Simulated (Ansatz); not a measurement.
The structure below was relaxed with PBE (Ansatz, a quantum-chemistry and plane-wave program), no SOC, at pressure 15 GPa.

Space group Im-3m (No. 229); a = b = c = 3.2264 Å, α = β = γ = 90.00°

```json
[
 {"atom": "Nb", "site": "2a", "symmetry": "m-3m", "x": "0.0000", "y": "0.0000", "z": "0.0000"}
]
```

Question: Write out a cell with all atoms.

Answer: 
```cif
data_Nb2
_chemical_formula_sum 'Nb2'
_space_group_name_H-M_alt 'P 1'
_space_group_IT_number 1
_cell_length_a 3.22638
_cell_length_b 3.22638
_cell_length_c 3.22638
_cell_angle_alpha 90.000
_cell_angle_beta 90.000
_cell_angle_gamma 90.000
loop_
_space_group_symop_operation_xyz
  'x, y, z'
loop_
_atom_site_label
_atom_site_type_symbol
_atom_site_fract_x
_atom_site_fract_y
_atom_site_fract_z
_atom_site_occupancy
Nb1 Nb 0.00000 0.00000 0.00000 1
Nb2 Nb 0.50000 0.50000 0.50000 1
```
This is the conventional cell.

Load acts through the strain it causes; cell and atoms are relaxed under it. No phonon test of stability was made. Competing high-pressure phases were not computed. The final runs are not spin-polarised. The cell was made from Nb in the bcc (W type) structure (space group Im-3m, No. 229) by this change: pressure 15 GPa.
